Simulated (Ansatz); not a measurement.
The reference is LiF in the zinc blende structure (space group F-43m, No. 216; a = 4.364 Å; a hypothetical phase, not in the database extracts checked).

(Cell as relaxed with PBE.)

Levels (all Ansatz, an electronic-structure program, PAW): PBE (420 eV, scalar-relativistic without spin-orbit coupling); r2SCAN (500 eV, no SOC).

Each level relaxes its own structure.

| base | PBE | r2SCAN |
|---|---|---|
| volume per atom | 10.39 Å³ | 9.87 Å³ |
| lattice parameter a | 4.364 Å | 4.290 Å |
| band gap | 7.65 eV | 8.66 eV |

The change: cell and atoms relaxed at a pressure of 50 GPa.

```csv
quantity,PBE,r2SCAN
gap character,direct at Γ,direct at Γ
shift of the gap caused by the change,+2.67 eV,+2.71 eV
lattice parameter a,3.805 Å,3.775 Å
band gap,10.32 eV,11.37 eV
```

PBE's shift of the gap caused by the change lies 0.046 eV below r2SCAN's; PBE's lattice parameter a lies 0.0293 Å above r2SCAN's (0.8 %); PBE's band gap lies 1.05 eV below r2SCAN's; the two agree on the gap character. Neither level is exact; r2SCAN is the comparison here, not a measurement.

Load acts through the strain it causes; cell and atoms are relaxed under it. Whether these cells are dynamically stable was not tested. Competing high-pressure phases were not computed.
